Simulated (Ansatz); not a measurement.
The starting structures come from a database of crystals and need not be the phases stable at ambient conditions.

By PBEsol, the system below comes out a metal.

A figure of merit of an interconnect metal is its ballistic conductance per area.

Input:

```
BaSi2
1.0
    4.20540     0.00000     0.00000
    0.00000     5.24166     0.00000
    2.10270     0.00000     3.57057
Ba Si
1 2
Direct
  0.00000   0.00000   0.00000
  0.66667   0.50000   0.66667
  0.33333   0.50000   0.33333
```

Space group of this cell: Cmmm. The cell is strained (lengths across the current scaled by 1.02, ions clamped); by PBEsol its mean pressure is -3.6 GPa.

The current flows along the normal of the first two printed cell vectors. No spin-orbit coupling; the value is a mean over 0.1 eV about the Fermi level.

Predict the ballistic conductance per area from PBEsol (Ansatz, a program for electronic structure).

0.69 × 10¹⁵ S/m² for both spins.
